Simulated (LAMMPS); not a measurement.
MD of Ni (fcc) at zero pressure, 2048 atoms, as a crystal; each row is its own run.

Computed with classical MD, pair style meam, file library.meam (library.meam-Ni) (LAMMPS).

```
T (K)  volume (Å³/atom)
-----  ----------------
300              10.994
780              11.083
1040             11.131
1300             11.185
1810             11.316
2070             11.409
```

Fit a straight line, y = a + b x, to these rows (x is the first column, y the second) and predict the run at x = 1560.

Least squares gives a = 10.904 and b = 0.0002317. At x = 1560 the fit predicts 11.266 Å³/atom. The run itself gave 11.2448 ± 0.0007 Å³/atom, so the fit is 0.19 % high.

Caution: the potential MEAM library.meam-Ni is a first-neighbour MEAM set with a 4 Å cutoff, used here without a parameter file and away from the static properties it was fitted to.
